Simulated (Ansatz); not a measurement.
Consider GaSb in the zinc blende structure (space group F-43m, No. 216; a = 6.0488 Å). Axes: x, y, z lie along the cube axes.

Calculations: LDA in Ansatz (plane waves to 420 eV, PAW, without spin-orbit coupling).

Perturbation: biaxial strain +1.25 %, plane normal [111], relaxed out of plane (Cartesian); in-plane vectors clamped, the third vector and the atoms free.

Q: Predict the new out-of-plane strain.

A: The out-of-plane strain amounts to -0.61 %.

Q: Predict the new energy relative to the base.

A: The energy goes up by 3.3 meV/atom.

Stability against distortions was not tested.

Ansatz is a first-principles code.
